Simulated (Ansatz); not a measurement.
The reference is Zr in the hcp (Mg type) structure (space group P6_3/mmc, No. 194).

```xyz
2
Lattice="3.1847 0.0000 0.0000 -1.5924 2.7581 0.0000 0.0000 0.0000 5.1172" Properties=species:S:1:pos:R:3 pbc="T T T"
Zr     0.0000     1.8387     3.8379
Zr     1.5924     0.9194     1.2793
```

Calculations: plane-wave PAW DFT at the PBEsol level (Ansatz, an electronic-structure program, 420 eV), no spin-orbit coupling, earlier PAW set.

One change was made to it. Results:

```json
[
 {"quantity": "density", "base": "6.74 g/cm³", "after": "9.67 g/cm³"},
 {"quantity": "c/a ratio", "base": "1.607", "after": "1.781"},
 {"quantity": "shortest interatomic distance", "base": "3.151 Å", "after": "2.728 Å"}
]
```

### Question
What was done to the base?
(A) pressure 18 GPa
(B) pressure 60 GPa
(C) pressure 1.8 GPa
(D) pressure 4.2 GPa

### Answer
B, pressure 60 GPa. For comparison, the density in the other runs: pressure 4.2 GPa gives 7.02 g/cm³; pressure 1.8 GPa gives 6.86 g/cm³; pressure 18 GPa gives 7.82 g/cm³.

Load acts through the strain it causes; cell and atoms are relaxed under it. Stability against distortions was not tested. The final runs are not spin-polarised. Measured, Zr leaves this structure (for the ω phase) near 3 GPa (temperature not stated; as listed in C. Cazorla, D. Alfè, M. J. Gillan, Physical Review B (2008)).
